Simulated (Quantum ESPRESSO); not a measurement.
Quantum ESPRESSO run on SnAu3 (P6_3/mmc, 8 atoms in the cell): self-consistent single point.

Computed with PBEsol, PSlibrary ultrasoft (PBE) pseudopotentials (plane waves; Quantum ESPRESSO 7.5).

```
CELL_PARAMETERS angstrom
      5.86464     0.00000     0.00000
     -2.93232     5.07893     0.00000
      0.00000     0.00000     5.14310
ATOMIC_POSITIONS crystal
  Sn 0.33333 0.66667 0.75000
  Sn 0.66667 0.33333 0.25000
  Au 0.16525 0.33049 0.25000
  Au 0.83476 0.66951 0.75000
  Au 0.83476 0.16525 0.75000
  Au 0.16525 0.83476 0.25000
  Au 0.66951 0.83476 0.25000
  Au 0.33049 0.16525 0.75000
```

Reference input (self-consistent single point, DFT, PBEsol, plane waves, GBRV 1.5 ultrasoft (PBESOL) pseudopotentials): ecutwfc = 40 Ry; ecutrho = 320 Ry; occupations = smearing; smearing = gauss; degauss = 0.019992 Ry; potentials = {Sn: sn_pbesol_v1.4.uspp.F.UPF, Au: au_pbesol_v1.uspp.F.UPF}; K_POINTS = automatic 4 4 4 0 0 0; conv_thr = 1e-10 Ry; mixing_beta = 0.4. This run's input differs from it in these lines:

```diff
@@ -12,4 +12,4 @@
    ntyp = 2
-   ecutwfc = 40
-   ecutrho = 320
+   ecutwfc = 55
+   ecutrho = 495
    occupations = 'smearing'
@@ -17,2 +17,3 @@
    degauss = 0.019992
+   input_dft = 'pbesol'
 /
@@ -23,4 +24,4 @@
 ATOMIC_SPECIES
-Sn   118.7100  sn_pbesol_v1.4.uspp.F.UPF
-Au   196.9666  au_pbesol_v1.uspp.F.UPF
+Sn   118.7100  Sn.pbe-dn-rrkjus_psl.1.0.0.UPF
+Au   196.9666  Au.pbe-n-rrkjus_psl.1.0.0.UPF
 CELL_PARAMETERS {bohr}
```

Output (repeated stretches shortened):

```
     Self-consistent Calculation

     iteration #  1     ecut=    55.00 Ry     beta= 0.40

     Threshold (ethr) on eigenvalues was too large:
     Diagonalizing with lowered threshold

     total energy              =    -836.00145481 Ry
     estimated scf accuracy    <       0.63157629 Ry

     iteration #  2     ecut=    55.00 Ry     beta= 0.40

     total energy              =    -836.11238960 Ry
     estimated scf accuracy    <       0.04570588 Ry

     iteration #  3     ecut=    55.00 Ry     beta= 0.40

     total energy              =    -836.12734555 Ry
     estimated scf accuracy    <       0.00467425 Ry

   [... 8 blocks of this kind left out ...]

     iteration # 12     ecut=    55.00 Ry     beta= 0.40

     total energy              =    -836.12981430 Ry
     estimated scf accuracy    <          3.7E-10 Ry

     iteration # 13     ecut=    55.00 Ry     beta= 0.40
     End of self-consistent calculation

     the Fermi energy is    14.6153 ev

!    total energy              =    -836.12981430 Ry
     estimated scf accuracy    <          1.7E-11 Ry
     smearing contrib. (-TS)   =      -0.01231054 Ry
     internal energy E=F+TS    =    -836.11750377 Ry

     convergence has been achieved in  13 iterations

     Forces acting on atoms (cartesian axes, Ry/au):

     atom    1 type  1   force =    -0.00000000   -0.00000000    0.00000000
     atom    2 type  1   force =    -0.00000000   -0.00000000    0.00000000
     atom    3 type  2   force =    -0.00000000   -0.00101963    0.00000000
     atom    4 type  2   force =     0.00000000    0.00101963    0.00000000
     atom    5 type  2   force =     0.00088302   -0.00050981   -0.00000000
   [... lines left out ...]

     Total force =     0.002498     Total SCF correction =     0.000016

          total   stress  (Ry/bohr**3)                   (kbar)     P=      -34.35
  -0.00029455   0.00000000   0.00000000          -43.33        0.00        0.00
   0.00000000  -0.00029455   0.00000000            0.00      -43.33        0.00
   0.00000000   0.00000000  -0.00011135            0.00        0.00      -16.38

   JOB DONE.
```

The run converged in 13 iterations. Against the reference run the pressure goes from -3.59 to -3.43 GPa and the largest force goes from 0.035 to 0.026 eV/Å. The full log also holds: “c_bands:  1 eigenvalues not converged”.

The starting cell comes from a database of computed structures (which also holds hypothetical and non-ambient phases and stackings), without a prior relaxation at this level. Spin-orbit coupling is off. With a pressure of about -3 GPa the cell is away from its equilibrium volume at this level.

Cost on one core of a shared machine: roughly 5 min.
